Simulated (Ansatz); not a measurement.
Ta₂GaC (space group P6_3/mmc, No. 194; a cell from a computed database, its experimental status unchecked)

Space group P6₃/mmc (No. 194); a = b = 3.0948 Å, c = 13.4904 Å, α = β = 90.00°, γ = 120.00°

```
atom  site  symmetry       x       y       z
----  ----  --------  ------  ------  ------
Ta      4f       3m.  0.6667  0.3333  0.0905
Ga      2c      -6m2  0.3333  0.6667  0.2500
C       2a      -3m.  0.0000  0.0000  0.0000
```

All numbers come from PBEsol (Ansatz, an electronic-structure program; PAW; 420 eV plane waves; scalar-relativistic without spin-orbit coupling). Settings: 17×17×4 k-points, 0.05 eV Fermi–Dirac smearing.

The volume per atom comes out as 13.99 Å³ and the density comes out as 13.17 g/cm³. The band gap is zero and the total energy is -5901.309 eV/atom (σ→0; compares only within this code and set-up).

Whether these cells are dynamically stable was not tested. The final runs are not spin-polarised.
